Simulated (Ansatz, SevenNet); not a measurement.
**L1₂ (Cu3Au-type) Al₃Sc, enthalpy of formation**

Reference value: -0.451 ± 0.02 eV/atom (measured, 298 K, copied from a table, unchecked, no zero-point or thermal correction; as tabulated in Wang et al. (2021), doi:10.1038/s41598-021-94550-5).

```csv
level (code),value (eV/atom)
SevenNet-l3i5 (SevenNet),-0.481
LDA (Ansatz),…
PBE (Ansatz),-0.454
PBE-D3(BJ) (Ansatz),-0.478
PBE-D4 (Ansatz),…
r²SCAN (Ansatz),-0.491
PBE0 (Ansatz),-0.527
```

Q: What belongs in the gaps?

A: 
- LDA (Ansatz, a program for electronic structure), value (eV/atom): -0.498
- PBE-D4 (Ansatz), value (eV/atom): -0.468

Differences against the reference: SevenNet-l3i5 -0.030 eV/atom, LDA -0.047 eV/atom, PBE -0.003 eV/atom, PBE-D3(BJ) -0.027 eV/atom, PBE-D4 -0.017 eV/atom, r²SCAN -0.040 eV/atom, PBE0 -0.076 eV/atom.

Nearest, and too close to rank with a margin of 0.050 eV/atom (twice that across the reference) picked here for doubts on the reference and the settings, and for temperature and zero-point motion: PBE (-0.003 eV/atom), PBE-D4 (-0.017 eV/atom), PBE-D3(BJ) (-0.027 eV/atom), SevenNet-l3i5 (-0.030 eV/atom), r²SCAN (-0.040 eV/atom), LDA (-0.047 eV/atom). PBE0 (-0.076 eV/atom) misses by most. Within 0.1 eV/atom: SevenNet-l3i5, LDA, PBE, PBE-D3(BJ), PBE-D4, r²SCAN, PBE0. Of the first-principles levels, DFT without exact exchange (LDA, PBE, PBE-D3(BJ), PBE-D4, r²SCAN) would do here.

The reference has no zero-point or thermal correction, while the calculations are for a static lattice, so the differences are not the levels' errors alone.  Each level is taken at its own relaxed cell. Ansatz's density-functional and Hartree–Fock values are scalar-relativistic unless marked +SOC, with PAW data made under PBE.

Machine-learned potentials (SevenNet-l3i5) are trained on DFT data, which may include these solids.

Differences are worked out from the printed values.
